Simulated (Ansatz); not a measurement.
# BN: uniaxial strain ε_yy = −0.84 %

The reference is BN in the h-BN type structure (space group P6_3/mmc, No. 194; a = 2.5006 Å, c = 6.5258 Å; layered, stacked along the Cartesian z axis). Axes: x lies along a and z along c of the hexagonal cell.

Now apply this change: the cell is compressed by 0.84 % along y with no lateral relaxation; the atoms relax in the strained cell.

All numbers come from r2SCAN+rVV10 (Ansatz, a quantum-chemistry and plane-wave program; PAW; 500 eV plane waves; no spin-orbit coupling). k-mesh 15×15×5 (Γ-centred); smearing 0.05 eV (Fermi–Dirac).

| quantity | base | changed | shift |
|---|---|---|---|
| space group | P6_3/mmc (No. 194) | Cmcm (No. 63) | – |
| shortest interatomic distance | 1.444 Å | 1.434 Å | -0.010 Å |
| energy relative to the base (free energy F) | 0 meV/atom | +1.8 meV/atom | +1.8 meV/atom |
| band gap | 4.74 eV | 4.73 eV | -0.01 eV |
| gap character | – | indirect, k = (0.267, 1/3, 0) in the run's primitive reciprocal basis → S | – |
| smallest direct gap | 5.18 eV | 5.19 eV | +0.01 eV |
| stress (xx, yy, zz, yz, xz, xy; compression positive) | – | (1.78, 7.94, 0.00, 0.00, 0.00, 0.00) GPa | – |

Final structure:

```
CELL_PARAMETERS angstrom
      2.50059     0.00000     0.00000
     -1.25029     2.14738     0.00000
      0.00000     0.00000     6.52584
ATOMIC_POSITIONS crystal
  B  0.33453 0.66907 0.25000
  B  0.66547 0.33093 0.75000
  N  0.33152 0.66305 0.75000
  N  0.66848 0.33695 0.25000
```

Cost of the whole job for the changed cell (relaxation, final SCF and bands): very roughly 70 core-seconds.

Stability against distortions was not tested. k-point labels follow each cell's own Brillouin zone.
